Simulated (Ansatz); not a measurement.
LaBi (Fm-3m, No. 225, 2 atoms in the cell; start mp-22926), treated with r²SCAN in Ansatz (plane waves, PAW).

Settings: plane-wave cutoff 560 eV, 14×14×14 k mesh, Fermi–Dirac smearing 0.05 eV, scalar-relativistic PAW data made under PBE.

Cell (relaxed at this level):

```cif
data_BiLa
_chemical_formula_sum 'La1 Bi1'
_space_group_name_H-M_alt 'P 1'
_space_group_IT_number 1
_cell_length_a 4.71005
_cell_length_b 4.71005
_cell_length_c 4.71005
_cell_angle_alpha 60.000
_cell_angle_beta 60.000
_cell_angle_gamma 60.000
loop_
_space_group_symop_operation_xyz
  'x, y, z'
loop_
_atom_site_label
_atom_site_type_symbol
_atom_site_fract_x
_atom_site_fract_y
_atom_site_fract_z
_atom_site_occupancy
La1 La 0.50000 0.50000 0.50000 1
Bi1 Bi 0.00000 0.00000 0.00000 1
```

Question: Predict the bulk modulus.

Answer: 
- bulk modulus: 50.9 GPa

The run finds no gap.

Note: the bulk modulus is −V dP/dV from two relaxed cells at ±2 % in volume; the relaxation could not lower the start's symmetry, so the cell can be a saddle point above a distorted one.

Spin–orbit coupling is not included; it can shift volumes and moduli of such heavy elements.

Computing time: about 50 core-seconds (a rough figure).

A start named mp-… is a Materials Project structure, which need not be a measured phase.

Ansatz is a program for electronic structure.
